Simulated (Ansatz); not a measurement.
The parent structure is Ru in the hcp (Mg type) structure (space group P6_3/mmc, No. 194).

```
Ru
1.0
    2.70456     0.00000     0.00000
   -1.35228     2.34222     0.00000
    0.00000     0.00000     4.26009
Ru
2
Direct
  0.33333   0.66667   0.75000
  0.66667   0.33333   0.25000
```

Cartesian axes are those of the cell as printed.

The values are results of r2SCAN in Ansatz (plane waves to 500 eV, PAW, no SOC), not measurements.

Base values:

The pressure is 0.0 GPa and the shortest interatomic distance comes out as 2.641 Å.

Now apply this change: uniaxial strain ε_zz = −1.06 %, all other strain components held at zero, atoms relaxed at fixed cell.

Task: What happens to the pressure and shortest interatomic distance?

Result: The pressure (mean of the normal stresses, compression positive) goes from zero to 3.9 GPa; the shortest interatomic distance shrinks by 0.018 Å to 2.623 Å.

Stability against distortions was not tested. All final runs are without spin polarisation.

Ansatz is an electronic-structure program.
